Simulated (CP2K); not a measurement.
CP2K 2026.2, DFT, PBE, Gaussian and plane waves, DZVP-MOLOPT bases, GTH-PBE potentials: fcc Cu, atoms displaced (Cu32), 32 atoms. Basis and mesh were picked for this test and aren't claimed converged.

```json
{
  "cell": "7.23, 7.23, 7.23 Å; 90, 90, 90°",
  "distance_to_the_nearest_atom": "2.44 to 2.54 Å",
  "SCF method": "diagonalisation with mixing (no OT or OUTER_SCF section)",
  "task": "scf",
  "basis": "Cu=DZVP-MOLOPT-SR-GTH-q11",
  "GLOBAL/RUN_TYPE": "ENERGY_FORCE",
  "GLOBAL/PRINT_LEVEL": "LOW",
  "QS/METHOD": "GPW",
  "QS/EPS_DEFAULT": "1e-12",
  "MGRID/CUTOFF": "500 Ry",
  "MGRID/REL_CUTOFF": "50 Ry",
  "SCF/SCF_GUESS": "ATOMIC",
  "SCF/EPS_SCF": "1e-06",
  "SCF/MAX_SCF": "150",
  "SCF/DIAGONALIZATION/ALGORITHM": "STANDARD",
  "SCF/MIXING/METHOD": "BROYDEN_MIXING",
  "SCF/MIXING/ALPHA": "0.15",
  "SCF/MIXING/NBUFFER": "8",
  "SCF/ADDED_MOS": "42",
  "SCF/SMEAR/METHOD": "FERMI_DIRAC",
  "SCF/SMEAR/ELECTRONIC_TEMPERATURE": "[K] 1000",
  "GLOBAL/PREFERRED_DIAG_LIBRARY": "ELPA (default)",
  "SCF/MIXING/BETA": "0.5 (default)",
  "MGRID/NGRIDS": "4 (default)",
  "basis_functions": "800"
}
```

Hardware: Intel Xeon 6 (Granite Rapids), 96 cores on 1 socket, 2 hardware threads a core, 3 L3 cache groups, 3 NUMA nodes.

Times are wall-clock medians of two to five runs, from launch to exit, with nothing else on the machine. Unless noted, each process is bound to its own block of adjacent cores. Build: conda-forge: MPICH, OpenMP, OpenBLAS, FFTW, ScaLAPACK, ELPA, COSMA, DBCSR on BLAS. Other compilers and libraries give other times. Scratch files lie in a memory file system.

Ways to run it:
- 32 ranks
- 16 ranks
- 64 ranks
- 48 ranks
- 24 ranks
- 96 ranks
- 8 ranks

### Question
Which of these needs the most memory in all, and which the least?

### Answer
Most: 96 ranks, 27 GiB; least: 8 ranks, 5.1 GiB (peak over all processes with shared segments and scratch files, sampled up to once a second, or the high-water mark of the largest process where that is more).

| way | memory in all | wall time |
|---|---|---|
| 8 ranks | 5.1 GiB | 46 s |
| 16 ranks | 7.7 GiB | 25 s |
| 24 ranks | 8.9 GiB | 22 s |
| 32 ranks | 12 GiB | 15 s |
| 48 ranks | 18 GiB | 13 s |
| 64 ranks | 21 GiB | 10 s |
| 96 ranks | 27 GiB | 11 s |
